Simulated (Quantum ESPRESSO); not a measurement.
# Habitual settings against a tight run: Pt3Rh (Pm-3m, 4 atoms in the cell)

Self-consistent single point.

```yaml
crystal:
  lattice:
    - [3.90322, 0.00000, 0.00000]
    - [0.00000, 3.90322, 0.00000]
    - [0.00000, 0.00000, 3.90322]
  atoms:
    - { symbol: Rh, position: [0.50000, 0.50000, 0.50000] }
    - { symbol: Pt, position: [0.50000, 0.00000, 0.00000] }
    - { symbol: Pt, position: [0.00000, 0.50000, 0.00000] }
    - { symbol: Pt, position: [0.00000, 0.00000, 0.50000] }
```

Level of theory: PBEsol, GBRV 1.5 ultrasoft (PBESOL) pseudopotentials (plane waves; Quantum ESPRESSO).

Base settings: ecutwfc = 40 Ry; ecutrho = 320 Ry; occupations = smearing; smearing = mp; degauss = 0.0073499 Ry; potentials = {Rh: rh_pbesol_v1.4.uspp.F.UPF, Pt: pt_pbesol_v1.4.uspp.F.UPF}; K_POINTS = automatic 11 11 11 0 0 0; conv_thr = 1e-10 Ry; mixing_beta = 0.5.

Tight run (finer mesh or higher cutoff; not a proven limit): ecutwfc: 40 Ry → 56 Ry; ecutrho: 320 Ry → 448 Ry; conv_thr: 1e-10 Ry → 7.3e-11 Ry; K_POINTS: automatic 11 11 11 0 0 0 → automatic 15 15 15 0 0 0. It gave Fermi level (on the code's own zero) 21.94 eV; pressure -4.77 GPa.

Quick runs, as changes from the base:
- A: the base itself
- B: ecutwfc: 40 Ry → 24 Ry; ecutrho: 320 Ry → 192 Ry; smearing: mp → cold; degauss: 0.0073499 Ry → 0.036749 Ry; pseudopotentials: {Rh: rh_pbesol_v1.4.uspp.F.UPF, Pt: pt_pbesol_v1.4.uspp.F.UPF} → {Rh: rh_lda_v1.4.uspp.F.UPF, Pt: pt_lda_v1.4.uspp.F.UPF}; K_POINTS: automatic 11 11 11 0 0 0 → automatic 3 3 3 0 0 0 [LDA (PZ)]
- C: ecutwfc: 40 Ry → 28 Ry; ecutrho: 320 Ry → 224 Ry; K_POINTS: automatic 11 11 11 0 0 0 → automatic 8 8 8 0 0 0
- D: ecutwfc: 40 Ry → 20 Ry; ecutrho: 320 Ry → 160 Ry; degauss: 0.0073499 Ry → 0.036749 Ry; pseudopotentials: {Rh: rh_pbesol_v1.4.uspp.F.UPF, Pt: pt_pbesol_v1.4.uspp.F.UPF} → {Rh: rh_lda_v1.4.uspp.F.UPF, Pt: pt_lda_v1.4.uspp.F.UPF}; K_POINTS: automatic 11 11 11 0 0 0 → automatic 4 4 4 1 1 1 [LDA (PZ)]
- E: ecutwfc: 40 Ry → 32 Ry; ecutrho: 320 Ry → 256 Ry; smearing: mp → gauss; degauss: 0.0073499 Ry → 0.036749 Ry; K_POINTS: automatic 11 11 11 0 0 0 → automatic 6 6 6 1 1 1
- F: degauss: 0.0073499 Ry → 0.0099958 Ry; K_POINTS: automatic 11 11 11 0 0 0 → automatic 4 4 4 0 0 0

Energies are extrapolated to zero smearing width, which holds to low order in the width alone (under cold and Methfessel-Paxton smearing the free energy itself is taken).

Dashes: energy of B, D, another energy zero.

† marks runs with another functional, U, potentials or spin treatment: their distance from the tight run is not a convergence error alone.

The count of work is k-points × plane waves × bands × iterations; it is no time. 

The starting cell comes from a database of computed structures (which also holds hypothetical and non-ambient phases and stackings), without a prior relaxation at this level. Its lattice was rescaled by a random factor within 2.5 % of one. Spin polarisation is off. In the base run, with a pressure of about -6 GPa the cell is away from its equilibrium volume at this level.

```csv
run,energy less tight (meV/atom),pressure less tight (GPa),count of work / tight
A,19.7,-1.08,0.30
B†,–,-165.63,0.010
C,625.3,-45.62,0.11
D†,–,-448.09,0.0083
E,132.5,-9.75,0.039
F,74.8,-1.19,0.050
```

Among the runs at the tight run's level, the energy misses run from 19.7 to 625.3 meV/atom.
